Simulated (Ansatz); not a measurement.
Take BeSe in the zinc blende structure (space group F-43m, No. 216) as the base.

BeSe is modelled in the cubic space group F-43m (No. 216), the zinc blende structure, Pearson symbol cF8. Lattice parameters: a = b = c = 5.1289 Å, α = β = γ = 90.00°. Be on 4a sees 4 Se at 2.221 Å (tetrahedral). Se on 4d is coordinated by 4 Be at 2.221 Å (tetrahedral). (Neighbours: up to the widest gap in distance over summed covalent radii, below 1.35, at either atom; cation-cation and far metal-metal contacts left out.)
(The calculation used a cell of 2 atoms; values per cell refer to that cell.)

Computed with Ansatz (a program for electronic structure) PBEsol, without spin-orbit coupling.

Strains are applied to the cell and any free atomic positions relax.

One change was made to it. Results:

| quantity | base | after |
|---|---|---|
| band gap | 2.47 eV | 2.40 eV |
| width of the top valence band | 3.37 eV | 3.52 eV |
| electron mass | 0.84 mₑ along k, 0.26 mₑ across (at X) | 0.83 mₑ along k, 0.26 mₑ across (at X) |
| smallest direct gap | 4.28 eV | 4.51 eV |

Q: Which change produced these results?
A) isotropic strain −1.00 %
B) isotropic strain +1.00 %
C) isotropic strain −0.50 %
D) isotropic strain −1.50 %

A: A, isotropic strain −1.00 %. For comparison, the smallest direct gap in the other runs: isotropic strain −0.50 % gives 4.40 eV; isotropic strain −1.50 % gives 4.62 eV; isotropic strain +1.00 % gives 4.07 eV.

Effective masses come from finite differences of ±0.01 Å⁻¹. Along k means along the line from Γ to the band edge. Gaps are read on the SCF mesh and a high-symmetry path. Whether these cells are dynamically stable was not tested.
